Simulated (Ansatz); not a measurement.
Bond-angle distributions (per cent of the angles at each element, bins of 10°) of a relaxed model of amorphous In$_{24}$O$_{37}$Ba at 6.49 g/cm³. Calculation: PBE, scalar-relativistic without spin-orbit coupling (plane waves to 420 eV, PAW; Ansatz, a program for electronic structure).

Preparation: random packing, a CHGNet melt and quench, and a DFT relaxation. O atoms were pushed apart under 1.9 Å during the dynamics, to hinder bonds among them. The hot cell started wider than the set density and was brought back towards it in steps. It is the lowest in DFT energy of 2 quenches. It is a model cell: composition and starting density were chosen by hand, and all elements were melted together. No dispersion term was used. Its density started from a set value of 6.49 and ended at 6.49 g/cm³. The quench (nominally 280 K/ps over its main leg) was far faster than any real one, so the model tends to hold more defects than a real film. Values belong to this one cell and scatter from quench to quench. The volume was held where the preparation left it and the shape relaxed, at a PBE pressure of 0.4 GPa. Stress components on the final sampling reach 0.5 GPa.

Bonds are counted up to In-In 3.12 Å, In-O 2.76 Å, In-Ba 3.93 Å, O-O 1.58 Å, O-Ba 3.37 Å, Ba-Ba 4.73 Å. Two cations that share two anions don't count as bonded, nor two that share one unless they lie closer than In-In 3.04 Å, In-Ba 3.82 Å, Ba-Ba 4.60 Å.

| angle (°) | at In | at O |
|---|---|---|
| 50-60 | 0 | 0 |
| 60-70 | 0 | 0 |
| 70-80 | 18 | 0 |
| 80-90 | 20 | 4 |
| 90-100 | 16 | 25 |
| 100-110 | 14 | 24 |
| 110-120 | 10 | 22 |
| 120-130 | 4 | 14 |
| 130-140 | 2 | 9 |
| 140-150 | 3 | 1 |
| 150-160 | 6 | 1 |
| 160-170 | 6 | 0 |
| 170-180 | 1 | 0 |

They go with these counts of neighbours within the cut-offs, cation contacts included: In mean 5.5, most often 5; O mean 3.7, most often 4.
